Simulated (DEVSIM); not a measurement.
Structure: Si n-p junction from an implanted or diffused profile, at 300 K.

| layer (left to right) | material | thickness (μm) | Na (cm⁻³) | τn (s) | τp (s) |
|---|---|---|---|---|---|
| 1 | Si | 3.20 | 5.5e16 | 1.4e-7 | 1.4e-7 |

Added donor profile: 1.8e18 cm⁻³ × exp(−(x − 0.02 μm)²/(2·(0.023 μm)²)). Left contact: ohmic. Right contact: ohmic. Voltage is applied to the left contact. Recombination: SRH at mid-gap, radiative. Mobility is μmin + (μ − μmin)/(1 + (N/Nref)^α).

Constants are typed, rounded textbook-type inputs, not results; the design itself was drawn at random and stands for no fabricated device. Values at 300 K.

| parameter | Si |
|---|---|
| gap (eV) | 1.124 |
| affinity (eV) | 4.05 |
| permittivity | 11.7 |
| Nc (cm⁻³) | 2.86e19 |
| Nv (cm⁻³) | 3.1e19 |
| μn (cm²/Vs) | 1417 |
| μp (cm²/Vs) | 470 |
| μn,min | 52 |
| μp,min | 45 |
| Nref,n | 9.7e16 |
| Nref,p | 2.2e17 |
| αn | 0.68 |
| αp | 0.72 |
| B (cm³/s) | 4.7e-15 |

Model (solved in DEVSIM): 1D drift-diffusion, Boltzmann statistics, complete ionisation; no tunnelling, impact ionisation, image-force lowering or self-heating.

**Question.** Tabulate band edges, carrier densities and field at 2.0 V on the left contact.

**Answer.** Energies count from the Fermi level of the right contact; mesh points crowd at the junctions.

| x (μm) | Ec (eV) | Ev (eV) | n (cm⁻³) | p (cm⁻³) | field (V/cm) |
|---|---|---|---|---|---|
| 0.000 | -1.917 | -3.042 | 1.2e18 | < 1e2 | -8400 |
| 0.01484 | -1.927 | -3.050 | 1.7e18 | < 1e2 | -2600 |
| 0.02840 | -1.925 | -3.049 | 1.6e18 | < 1e2 | 4700 |
| 0.04262 | -1.907 | -3.031 | 7.8e17 | < 1e2 | 29000 |
| 0.06002 | -1.752 | -2.876 | 1.9e15 | < 1e2 | 150000 |
| 0.07382 | -1.511 | -2.635 | 1.7e11 | < 1e2 | 190000 |
| 0.08762 | -1.247 | -2.371 | 6400000 | 750 | 190000 |
| 0.1046 | -0.933 | -2.057 | 3000 | 1800 | 180000 |
| 0.1184 | -0.695 | -1.819 | 2800 | 2900 | 170000 |
| 0.1334 | -0.455 | -1.579 | 2600 | 4200 | 150000 |
| 0.1592 | -0.087 | -1.211 | 2200 | 7100 | 130000 |
| 0.2377 | 0.686 | -0.438 | < 1e2 | 1.4e12 | 65000 |
| 0.3514 | 0.958 | -0.166 | < 1e2 | 5.1e16 | 1200 |
| 0.5816 | 0.960 | -0.164 | 200 | 5.5e16 | ≈ 0 |
| 1.250 | 0.960 | -0.164 | 690 | 5.5e16 | ≈ 0 |
| 1.998 | 0.960 | -0.164 | 1200 | 5.5e16 | ≈ 0 |
| 2.554 | 0.960 | -0.164 | 1600 | 5.5e16 | ≈ 0 |
| 2.857 | 0.960 | -0.164 | 1900 | 5.5e16 | ≈ 0 |
| 3.053 | 0.960 | -0.164 | 2000 | 5.5e16 | ≈ 0 |
| 3.131 | 0.960 | -0.164 | 2100 | 5.5e16 | ≈ 0 |
| 3.171 | 0.960 | -0.164 | 2100 | 5.5e16 | ≈ 0 |
| 3.200 | 0.960 | -0.164 | 2100 | 5.5e16 | ≈ 0 |
